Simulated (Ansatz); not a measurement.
## InSb: biaxial strain −0.96 %, plane normal [111], relaxed out of plane

The reference is InSb in the zinc blende structure (space group F-43m, No. 216; a = 6.5559 Å). Axes: x, y, z lie along the cube axes.

Modification: compressive biaxial strain of 0.96 % in the plane normal to [111], as in epitaxy on a mismatched substrate; the out-of-plane cell vector and the atoms relax.

Level of theory: r2SCAN (Ansatz, a first-principles code), scalar-relativistic without spin-orbit coupling. Settings: 12×12×12 k-points, 0.05 eV Fermi–Dirac smearing.

| quantity | base | changed | shift |
|---|---|---|---|
| volume per atom | 35.22 Å³ | 34.75 Å³ | -0.477 Å³ |
| space group | F-43m (No. 216) | R3m (No. 160) | – |
| shortest interatomic distance | 2.839 Å | 2.823 Å | -0.016 Å |
| energy relative to the base (free energy F) | 0 meV/atom | +1.9 meV/atom | +1.9 meV/atom |
| pressure (mean of the normal stresses, compression positive) | 0.0 GPa | 0.6 GPa | +0.6 GPa |
| band gap (uncertain: the Fermi level lies in a band; the changed cell) | zero | 0.07 eV | – |
| out-of-plane strain (rough) | – | +0.57 % | – |

Cost of the whole job for the changed cell (relaxation, final SCF and bands): roughly 7 core-minutes.

Without a gap, meshes like the base's 12×12×12 leave anisotropic stresses uncertain by several tenths of a GPa, and small strain energies with them. Spin-orbit coupling, missing from the scalar runs, can matter with Sb. Stability against distortions was not tested. The final runs are not spin-polarised. Gaps under 0.05 eV, about the width of the smearing, are given as zero. A zero or small gap of InSb can be the functional's error rather than a property of the material.
